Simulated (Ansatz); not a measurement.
# CdSe: response to strain

Consider CdSe in the zinc blende structure (space group F-43m, No. 216).

```yaml
crystal:
  lattice:
    - [0.00000, 3.09821, 3.09821]
    - [3.09821, 0.00000, 3.09821]
    - [3.09821, 3.09821, 0.00000]
  atoms:
    - { symbol: Cd, position: [0.00000, 0.00000, 0.00000] }
    - { symbol: Se, position: [0.25000, 0.25000, 0.25000] }
```

Strains are applied to the cell and any free atomic positions relax.

Calculations: DFT with PBE, PAW potentials and a 420 eV plane-wave cutoff in Ansatz (an electronic-structure program), without spin-orbit coupling.

```tsv
isotropic strain (%)	band gap (eV)
-3	0.68
-2.5	0.65
-1.5	0.59
-1	0.56
0	0.49
1.5	0.40
2	?
2.5	0.34
3	0.31
```

Fit E_g = E₀ + Dε (ε in %) to the rows shown and predict the withheld row.

Least squares on the printed values gives E₀ = 0.49 eV, D = -62.1 meV per % of strain (largest residual 0.00 eV); this predicts 0.37 eV, and the run gives 0.37 eV, in agreement.

Whether these cells are dynamically stable was not tested.
